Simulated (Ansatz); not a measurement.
Base system: GaSb in the zinc blende structure (space group F-43m, No. 216; a = 6.1324 Å). Axes: x, y, z lie along the cube axes.

Calculations: r2SCAN/PAW in Ansatz (a program for electronic structure), no spin-orbit coupling.

Perturbation: uniaxial strain ε_zz = −1.50 %, all other strain components held at zero, atoms relaxed at fixed cell.

**Question.** Predict the stress tensor and what it implies for the stiffness.

**Answer.** Stress of the strained cell less that of the base (GPa, compression positive):
```
   0.59    0.00    0.00
   0.00    0.59    0.00
   0.00    0.00    1.32
```

Then −Δσ_ii/ε with ε = -0.0150 gives secant stiffness values (nonlinear terms included at this strain): C33 ≈ 88 GPa, C13 ≈ 39 GPa and C23 ≈ 39 GPa.

Whether these cells are dynamically stable was not tested.
